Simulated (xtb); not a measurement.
xtb 6.7.1, GFN2-xTB: CC1(C)c2ccsc2-c2sc(-c3cc4c(s3)-c3sc(-c5sccc5F)cc3C4(C)C)cc21, 51 atoms. The geometry is a generated start, not checked to be a minimum at this level.

```yaml
run_flags: --grad
method: GFN2-xTB
"--acc": 1 (default)
"--etemp (K)": 300 (default)
basis_functions: 177
valence_electrons: 160
```

One run each on 1 thread. Values of broydamp tried: 0.02, 0.05, 0.1, 0.2, 0.4 (default), 0.6, 0.8, 1.

Task: Which value of broydamp needs the fewest SCC iterations, and what happens away from it?

Result: Fewest SCC iterations, within one of each other: 0.2 with 13, 0.4 (default) with 13, 0.6 with 13, 0.8 with 14. The count rises to 20 at 0.02. All converge to one solution.

```json
[
 {"broydamp": "0.02", "SCC iterations": "20", "end": "same solution"},
 {"broydamp": "0.05", "SCC iterations": "17", "end": "same solution"},
 {"broydamp": "0.1", "SCC iterations": "15", "end": "same solution"},
 {"broydamp": "0.2", "SCC iterations": "13", "end": "same solution"},
 {"broydamp": "0.4 (default)", "SCC iterations": "13", "end": "same solution"},
 {"broydamp": "0.6", "SCC iterations": "13", "end": "same solution"},
 {"broydamp": "0.8", "SCC iterations": "14", "end": "same solution"},
 {"broydamp": "1", "SCC iterations": "15", "end": "same solution"}
]
```
